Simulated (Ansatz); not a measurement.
# TaSi (model structure, started from the WC type, P-6m2, No. 187, 2 atoms in the cell): properties by level of theory

```json
[
 {"level (code)": "PBE (Ansatz)", "lattice constant a (Å)": "3.043", "lattice parameter c (Å)": "4.012"},
 {"level (code)": "PBEsol (Ansatz)", "lattice constant a (Å)": "3.003", "lattice parameter c (Å)": "4.005"},
 {"level (code)": "PBE-D3(BJ) (Ansatz)", "lattice constant a (Å)": "___", "lattice parameter c (Å)": "4.003"},
 {"level (code)": "r²SCAN (Ansatz)", "lattice constant a (Å)": "3.032", "lattice parameter c (Å)": "3.983"}
]
```

Q: Complete the blanks.

A: 
- PBE-D3(BJ) (Ansatz, an electronic-structure program), lattice constant a (Å): 2.998

Ansatz's density-functional and Hartree–Fock values are scalar-relativistic unless marked +SOC, with PAW data made under PBE.

The computed numbers hold no vibrational or temperature effects.

A model structure was made by putting elements into a prototype or built by hand; it is no filed structure, need not be a known phase, and can be a saddle point held by its symmetry.
